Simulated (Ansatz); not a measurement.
**Ag2S in the anti-fluorite structure (space group Fm-3m, No. 225; a model cell, its experimental status unchecked)**

```xyz
3
Lattice="0.0000 3.0451 3.0451 3.0451 0.0000 3.0451 3.0451 3.0451 0.0000" Properties=species:S:1:pos:R:3 pbc="T T T"
S      0.0000     0.0000     0.0000
Ag     1.5225     1.5225     1.5225
Ag     4.5676     4.5676     4.5676
```

Computed with Ansatz (an electronic-structure program) PBEsol, without spin-orbit coupling, earlier PAW set. Γ-centred 13×13×13 mesh, Fermi–Dirac width 0.05 eV.

```yaml
volume_per_atom: 18.82 Å³
density: 7.29 g/cm³
band_gap: zero
total_energy: -5309.807 eV/atom (σ→0; compares only within this code and set-up)
```

Whether these cells are dynamically stable was not tested. The final runs are not spin-polarised. This is not the structure that Ag2S has at room temperature and ambient pressure. A zero or small gap of Ag2S can be the functional's error rather than a property of the material.
